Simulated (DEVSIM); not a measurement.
Structure: abrupt Si n-p junction, at 300 K.

| layer (left to right) | material | thickness (μm) | Nd (cm⁻³) | Na (cm⁻³) | τn (s) | τp (s) |
|---|---|---|---|---|---|---|
| 1 | Si | 7.60 | 1e17 | - | 6.9e-5 | 6.9e-5 |
| 2 | Si | 9.60 | - | 1.3e14 | 6.9e-5 | 6.9e-5 |

Left contact: ohmic. Right contact: ohmic. Voltage is applied to the left contact. Recombination: SRH at mid-gap. Mobility is constant in doping.

The device is made up for the run: typed textbook-type constants, with dimensions and the other settings drawn at random. Values at 300 K.

```tsv
parameter	Si
gap (eV)	1.124
affinity (eV)	4.05
permittivity	11.7
Nc (cm⁻³)	2.86e19
Nv (cm⁻³)	3.1e19
μn (cm²/Vs)	1417
μp (cm²/Vs)	470
```

DEVSIM, 1D drift-diffusion, Boltzmann statistics, complete ionisation; no tunnelling, impact ionisation, image-force lowering or self-heating.

The doping Nd of layer 1 was swept, all else fixed.

```csv
doping Nd of layer 1 (cm^-3),dark forward voltage at 100 A/cm² (V),largest field in the device at zero bias (V/cm),potential step across the device at zero bias (V)
3e15,0.917,4900,0.567
1e16,0.795,6600,0.598
3e16,?,?,0.627
1e17,0.714,18000,0.658
3e17,0.706,30000,0.686
1e18,0.703,54000,0.717
3e18,0.702,94000,0.746
```

Question: Some entries are withheld; supply them.

Answer: 
- 3e16, dark forward voltage at 100 A/cm² (V): 0.739
- 3e16, largest field in the device at zero bias (V/cm): 10000
